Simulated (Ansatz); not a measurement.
Bond-angle distributions (per cent of the angles at each element, bins of 10°) of a relaxed model of amorphous Si16O24C16H40 at 1.20 g/cm³. All values below come from PBE, scalar-relativistic without spin-orbit coupling (plane waves to 420 eV, PAW; Ansatz, an electronic-structure program). In the spin-polarised cell the level spacing at the Fermi energy can part levels of unlike spin.

A CHGNet melt-quench gave the starting glass, which DFT then relaxed. O atoms were pushed apart under 1.9 Å during the dynamics, to hinder bonds among them. The hot cell started wider than the set density and was brought back towards it in steps. It is the lowest in DFT energy of 2 quenches. It is a model cell: composition and starting density were chosen by hand, and all elements were melted together. No dispersion term was used. Its density started from a set value of 1.20 and ended at 1.20 g/cm³. The quench (nominally 420 K/ps over its main leg) was far faster than any real one, so the model tends to hold more defects than a real film. One small periodic cell is one sample of the glass; other quenches scatter about these values. The volume was held where the preparation left it and the shape relaxed, at a PBE pressure of 0.1 GPa. The cell holds free molecules (2 H2). Cycles of charging lowered its energy after that relaxation.

Bonds are counted up to Si-Si 2.60 Å, Si-O 1.92 Å, Si-C 2.19 Å, Si-H 1.72 Å, O-O 1.58 Å, O-C 1.68 Å, O-H 1.22 Å, C-C 1.78 Å, C-H 1.32 Å, H-H 0.90 Å. Two cations that share two anions don't count as bonded, nor two that share one unless they lie closer than Si-Si 2.38 Å, Si-C 2.00 Å, C-C 1.63 Å.

```
angle (°)  at Si  at C
---------  -----  ----
50-60          0     0
60-70          0     0
70-80          0     0
80-90          2     1
90-100         1     0
100-110       56    39
110-120       34    40
120-130        5    19
130-140        1     0
140-150        0     1
150-160        0     0
160-170        0     0
170-180        0     0
```

They go with these counts of neighbours within the cut-offs, cation contacts included: Si mean 4.0, most often 4; C mean 3.4, most often 4.
